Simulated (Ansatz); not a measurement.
**How a calculation on PdS₂ (R3m, 3 atoms in the cell) responds to its settings**

```yaml
crystal:
  lattice:
    - [1.41417, 0.81647, 5.47547]
    - [-1.41417, 0.81647, 5.47547]
    - [0.00000, -1.63295, 5.47547]
  atoms:
    - { symbol: Pd, position: [0.00000, 0.00000, 0.00000] }
    - { symbol: S, position: [0.75230, 0.75230, 0.75230] }
    - { symbol: S, position: [0.58100, 0.58100, 0.58100] }
```

Base run A: PBE run with Ansatz (an electronic-structure program), self-consistent single point.

Its settings: basis.ecutwfc = 420 eV; kpoints.mp_grid.grid = 13 13 13; hamiltonian.xc = pbe; hamiltonian.pseudopotentials = {kind: paw} (the program's default PAW files); scf.occupations.method = cold; scf.occupations.width = 0.2 eV.

The starting cell was generated: these elements placed on a structure prototype, without a prior relaxation; it need not be a known phase or ordering of this composition. Its lattice was rescaled by a random factor within 2.5 % of one. Spin polarisation is off. In the base run, with a pressure of about 105 GPa the cell is away from its equilibrium volume at this level. In the base run, forces exceed 1 eV/Å. Ansatz's pressure includes its estimate of the finite-basis (Pulay) stress.

ΔF is the free energy per atom less that of run A. 

Run A gave: pressure (GPa) 105.36; largest force (eV/Å) 7.839; TS (meV/atom) -1.1.

Runs:
- B: scf.occupations.method, scf.occupations.width = gaussian, 0.1 eV
- C: scf.occupations.method, scf.occupations.width = gaussian, 0.3 eV
- D: scf.occupations.method, scf.occupations.width = fermi_dirac, 0.05 eV
- E: scf.occupations.method, scf.occupations.width = fermi_dirac, 0.2 eV
- F: scf.occupations.method, scf.occupations.width = methfessel_paxton, 0.05 eV
- G: scf.occupations.method, scf.occupations.width = methfessel_paxton, 0.1 eV
- H: scf.occupations.method, scf.occupations.width = cold, 0.05 eV
- I: scf.occupations.method, scf.occupations.width = tetrahedron, default

### Question
What does run I change against A?

### Answer
The free energy stays essentially unchanged (within 1 meV/atom), the pressure moves little (105.36 to 105.31 GPa) and the largest force goes from 7.839 to 7.860 eV/Å.

### Question
What does run B change against A?

### Answer
The free energy falls by 1.5 meV/atom, the pressure moves little (105.36 to 105.39 GPa) and the largest force goes from 7.839 to 7.850 eV/Å.

### Question
What does run D change against A?

### Answer
The free energy falls by 2.3 meV/atom, the pressure moves little (105.36 to 105.39 GPa) and the largest force goes from 7.839 to 7.853 eV/Å.

```json
[
 {"run": "A", "ΔF (meV/atom)": "0.00", "pressure (GPa)": "105.36", "largest force (eV/Å)": "7.839", "TS (meV/atom)": "-1.1"},
 {"run": "B", "ΔF (meV/atom)": "-1.47", "pressure (GPa)": "105.39", "largest force (eV/Å)": "7.850", "TS (meV/atom)": "2.5"},
 {"run": "C", "ΔF (meV/atom)": "-11.9", "pressure (GPa)": "105.45", "largest force (eV/Å)": "7.880", "TS (meV/atom)": "24.2"},
 {"run": "D", "ΔF (meV/atom)": "-2.3", "pressure (GPa)": "105.39", "largest force (eV/Å)": "7.853", "TS (meV/atom)": "4.2"},
 {"run": "E", "ΔF (meV/atom)": "-34.9", "pressure (GPa)": "105.76", "largest force (eV/Å)": "7.904", "TS (meV/atom)": "68.7"},
 {"run": "F", "ΔF (meV/atom)": "-0.08", "pressure (GPa)": "105.43", "largest force (eV/Å)": "7.842", "TS (meV/atom)": "0.1"},
 {"run": "G", "ΔF (meV/atom)": "-0.20", "pressure (GPa)": "105.41", "largest force (eV/Å)": "7.846", "TS (meV/atom)": "0.2"},
 {"run": "H", "ΔF (meV/atom)": "-0.12", "pressure (GPa)": "105.43", "largest force (eV/Å)": "7.840", "TS (meV/atom)": "0.2"},
 {"run": "I", "ΔF (meV/atom)": "0.28", "pressure (GPa)": "105.31", "largest force (eV/Å)": "7.860", "TS (meV/atom)": "0.0"}
]
```

Keys are those of Ansatz 0.2.
